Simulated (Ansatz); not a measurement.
System: AlCl3 (C2/m, No. 12). Method: G0W0@PBEsol (Ansatz, an electronic-structure program, plane waves, hard PAW, contour deformation, complete-basis limit).

Numerical settings: largest k mesh 4×4×4 (not extrapolated in the mesh).

Cell (measured lattice):

```cif
data_Al2Cl6
_chemical_formula_sum 'Al2 Cl6'
_space_group_name_H-M_alt 'P 1'
_space_group_IT_number 1
_cell_length_a 5.90995
_cell_length_b 5.90995
_cell_length_c 6.14800
_cell_angle_alpha 80.985
_cell_angle_beta 99.015
_cell_angle_gamma 60.045
loop_
_space_group_symop_operation_xyz
  'x, y, z'
loop_
_atom_site_label
_atom_site_type_symbol
_atom_site_fract_x
_atom_site_fract_y
_atom_site_fract_z
_atom_site_occupancy
Al1 Al 0.83380 0.83380 0.00000 1
Al2 Al 0.16620 0.16620 0.00000 1
Cl1 Cl 0.78530 0.21470 0.77370 1
Cl2 Cl 0.21470 0.78530 0.22630 1
Cl3 Cl 0.42689 0.93049 0.77520 1
Cl4 Cl 0.93049 0.42689 0.22480 1
Cl5 Cl 0.57311 0.06951 0.22480 1
Cl6 Cl 0.06951 0.57311 0.77520 1
```

What does this level give for the band gap?


band gap: 8.02 eV (indirect)

Note: cell and atoms aren't relaxed at this level; the gap holds a correction of +0.31 eV to the complete basis.

Cost on a shared machine: roughly 7 core-hours.
